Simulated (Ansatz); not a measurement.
P_Si+V_O in alpha quartz: one set of geometries, relaxed with PBE, evaluated in Ansatz (PAW, plane waves to 420 eV, 500 eV under r2SCAN) with PBE, r2SCAN.

Set-up: 72-site cell; 2×2×2 Γ-centred k-points; start: the Si site; O 1.63 Å away; charged states image-corrected; not converged in cell size; relaxed from one start, so a lower configuration may exist; flagged in the runs: a host whose relaxation on this sampling wasn't shown to rest, a strain field that reaches the edge of the cell.

```csv
quantity,PBE,r2SCAN
host gap (eV),5.68,6.32
ε(+1/0) above the VBM (eV),3.92,4.35
"neutral formation energy against O2 molecule in a box, black phosphorus, silicon (eV)",8.82,9.62
largest moment on one atom at charge 0 (μB),0.10,0.11
```

PBE narrows the gap by 0.64 eV against r2SCAN, the highest level run, and puts the levels 0.43 eV lower above the valence-band maximum on average.

Ansatz is an electronic-structure program.
